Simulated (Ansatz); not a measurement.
The starting structures come from a database of crystals and need not be the phases stable at ambient conditions.

Inside the gap of an insulator the Bloch states are evanescent, with a wavenumber k + iκ along the transport direction.

```xyz
20
Lattice="5.7672 0.0000 0.0000 -0.0630 5.7669 0.0000 0.0000 0.0000 8.1593" Properties=species:S:1:pos:R:3 pbc="T T T"
Sr    -0.0077     5.7121     6.1195
Sr     5.7119     0.0547     2.0398
Sr     2.8907     2.8453     6.1195
Sr     2.8135     2.9216     2.0398
Hf     2.8836     0.0000     0.0000
Hf     2.8836     0.0000     4.0797
Hf    -0.0315     2.8834     0.0000
Hf    -0.0315     2.8834     4.0797
O      0.1933     3.1508     6.1195
O      5.5110     2.6161     2.0398
O      3.1485     0.2277     2.0398
O      2.5557     5.5392     6.1195
O      4.4903     1.2630     4.4211
O      1.2139     4.5039     3.7382
O      1.2139     4.5039     0.3415
O      4.4903     1.2630     7.8179
O      4.0898     4.1347     0.0000
O      1.6144     1.6321     0.0000
O      1.6144     1.6321     4.0797
O      4.0898     4.1347     4.0797
```

Space group of this cell: Cmcm. The cell is taken as given.

Transport runs along the normal of the first two printed cell vectors.

The gap is the functional's own, uncorrected, and κ follows it; spin-orbit coupling is left out. Mid-gap values are interpolated between the computed energies.

**Question.** Estimate the band gap and the smallest decay constant κ at mid-gap that PBEsol (Ansatz, a program for electronic structure) returns for this system.

**Answer.** Gap 3.96 eV on a 6×6×4 mesh; κ = 0.292 1/Å, at the zone centre.
